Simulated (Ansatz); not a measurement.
## What isotropic strain +3.00 % does to Ir

Consider Ir in the fcc (Cu type) structure (space group Fm-3m, No. 225; a = 3.872 Å; relaxed with 0.1 eV smearing).

It is then changed as follows: every lattice vector is stretched by 3.00 %, atoms relaxed at fixed cell.

The values are results of DFT with PBE, PAW potentials and a 420 eV plane-wave cutoff in Ansatz (a program for electronic structure), no spin-orbit coupling, not measurements. Γ-centred 29×29×29 mesh, Fermi–Dirac width 0.1 eV.

```csv
quantity,base,changed,shift
volume per atom,14.51 Å³,15.85 Å³,+1.345 Å³
space group,Fm-3m (No. 225),Fm-3m (No. 225),–
shortest interatomic distance,5.173 bohr,5.329 bohr,+0.1552 bohr
energy relative to the base (free energy F),0 meV/atom,+112 meV/atom,+112 meV/atom
pressure,0.0 GPa,-24.4 GPa,-24.4 GPa
band gap,zero,zero,–
```

Cost of the whole job for the changed cell (relaxation, final SCF and bands): roughly 18 core-seconds.

Whether these cells are dynamically stable was not tested. The final runs are not spin-polarised.
